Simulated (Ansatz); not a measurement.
Cells marked so need not be the phases stable at ambient conditions, and some may be hypothetical.

 Where the default PAW files enter, the runs use the earlier of Ansatz's two default sets.

The gap is the functional's own. No spin-orbit coupling. Mid-gap values are interpolated on the energy grid.

A. Cs$_{2}$O (R-3m, not sure to be the ambient phase, 3 atoms a cell, 34.1 Å³ an atom), along the normal of (001)
B. Sr$_{2}$MgWO$_{6}$ (I4/m, not sure to be the ambient phase, 10 atoms a cell, 12.4 Å³ an atom, -2 GPa at this level), along the normal of (001)
C. MgTe(PbO3)2 (Fm-3m, not sure to be the ambient phase, 10 atoms a cell, 12.9 Å³ an atom, -2 GPa at this level), along the normal of (111)

Q: Rank these by mid-gap decay constant of the slowest evanescent state (lowest first), as PBEsol run with Ansatz (an electronic-structure program) gives it.

A: A (0.21 1/Å), C (0.26 1/Å), B (0.39 1/Å)
